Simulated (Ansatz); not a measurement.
Base system: Al2Cu (space group I4/mcm, No. 140; a = 6.0058 Å, c = 4.7897 Å). Axes: x, y, z lie along a, b, c of the conventional cell.

Level of theory: Ansatz (a program for electronic structure), r2SCAN, PAW, cutoff 500 eV, without spin-orbit coupling.

Base values:

```
Property                         Value
-----------------------------  -------
Shortest interatomic distance  2.395 Å
Pressure                       0.0 GPa
```

Perturbation: tensor shear ε_yz = −3.79 % (engineering shear γ = -0.0758), atoms relaxed at fixed cell.

### Question
How does this affect the energy relative to the base, shortest interatomic distance and pressure?

### Answer
The energy goes up by 8.2 meV/atom; the shortest interatomic distance grows by 0.002 Å, from 2.395 Å to 2.397 Å; the pressure (mean of the normal stresses, compression positive) goes from zero to 0.4 GPa.

Without a gap, meshes like the base's 12×12×12 leave anisotropic stresses uncertain by several tenths of a GPa, and small strain energies with them. The cells carry an imposed strain or load. Stability against distortions was not tested. All final runs are without spin polarisation.
